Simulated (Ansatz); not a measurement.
Density of states of AlAs (F-43m) above the conduction band minimum, PBEsol with spin-orbit coupling, rigid bands in Ansatz (a quantum-chemistry and plane-wave program); cell volume 45.7 Å³.

(energy from edge (eV), 10⁻³ states/eV/cell): (0.006, 16.4); (0.031, 36.8); (0.056, 50.2); (0.081, 61.8); (0.106, 72.5); (0.131, 82.7); (0.156, 92.7); (0.181, 103); (0.206, 113); (0.231, 122); (0.256, 133); (0.281, 143); (0.319, 160); (0.344, 171); (0.369, 182); (0.394, 194); (0.419, 206); (0.444, 218); (0.469, 230); (0.494, 242); (0.519, 255); (0.544, 267); (0.569, 281); (0.594, 295)

Question: What effective density of states at 300 K does this give (∫ g(E) exp(−E/k_BT) dE, both spins, divided by the cell's size)?

Answer: 1.7e19 cm⁻³, a density-of-states mass of 0.78 mₑ, valleys and band degeneracy included.

Geometry: cell and atoms relaxed with PBEsol.
